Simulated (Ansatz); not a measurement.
TiB2, response to strain

Consider TiB2 (space group P6/mmm, No. 191; a = 3.017 Å, c = 3.185 Å). Axes: x lies along a and z along c of the hexagonal cell.

Strains are applied to the cell and any free atomic positions relax.

Method: plane-wave PAW DFT at the PBEsol level (Ansatz, an electronic-structure program, 420 eV), spin-orbit coupling left out.

Notes on the quantities. energy relative to the base: free energy F; pressure: mean of the normal stresses, compression positive.

```tsv
variant	energy relative to the base	pressure
base	0 meV/atom	0.0 GPa
tensor shear ε_xz = +1.71 %	+8.4 meV/atom	(withheld)
tensor shear ε_xz = +0.29 %	+0.2 meV/atom	0.0 GPa
tensor shear ε_xz = +1.43 %	+5.9 meV/atom	0.3 GPa
tensor shear ε_xz = +1.14 %	+3.8 meV/atom	0.2 GPa
tensor shear ε_xz = +2.00 %	+12 meV/atom	(withheld)
tensor shear ε_xz = +0.57 %	+0.9 meV/atom	0.0 GPa
tensor shear ε_xz = +0.86 %	(withheld)	0.1 GPa
```

Problem. What belongs in the blanks?

Solution. 
- tensor shear ε_xz = +1.71 %, pressure: 0.4 GPa
- tensor shear ε_xz = +2.00 %, pressure: 0.5 GPa
- tensor shear ε_xz = +0.86 %, energy relative to the base: +2.1 meV/atom

The mesh was chosen for an insulator and is coarse for the gapless case. Without a gap, meshes like the base's 13×13×10 leave anisotropic stresses uncertain by several tenths of a GPa, and small strain energies with them. Whether these cells are dynamically stable was not tested. The final runs are not spin-polarised.
